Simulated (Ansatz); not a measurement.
What biaxial strain −0.60 %, plane normal [001], relaxed out of plane does to CdSe

The parent structure is CdSe in the wurtzite structure (space group P6_3mc, No. 186; a = 4.383 Å, c = 7.154 Å). Axes: x lies along a and z along c of the hexagonal cell.

The change: biaxial strain −0.60 %, plane normal [001], relaxed out of plane (Cartesian); in-plane vectors clamped, the third vector and the atoms free.

The values are results of PBE (Ansatz, a quantum-chemistry and plane-wave program), scalar-relativistic without spin-orbit coupling, not measurements. Settings: 9×9×5 k-points, 0.05 eV Fermi–Dirac smearing.

```tsv
quantity	base	changed	shift
volume per atom	29.75 Å³	29.55 Å³	-0.206 Å³
space group	P6_3mc (No. 186)	P6_3mc (No. 186)	–
pressure (mean of the normal stresses, compression positive)	0.00 GPa	0.31 GPa	+0.31 GPa
band gap	0.54 eV	0.54 eV	0.00 eV
gap character	direct at Γ	direct at Γ	–
width of the top valence band	1.56 eV	1.59 eV	+0.035 eV
electron mass	–	0.058 mₑ (at Γ)	–
valence-band top at Γ (three highest levels, from the VBM)	0.00, 0.00, -0.04 eV	0.00, 0.00, -0.09 eV	–
out-of-plane strain	–	+0.51 %	–
mean in-plane stress (compression positive)	–	+0.5 GPa	–
```

Masses are band curvatures over ±0.01 Å⁻¹ around the edge. No phonon test of stability was made.
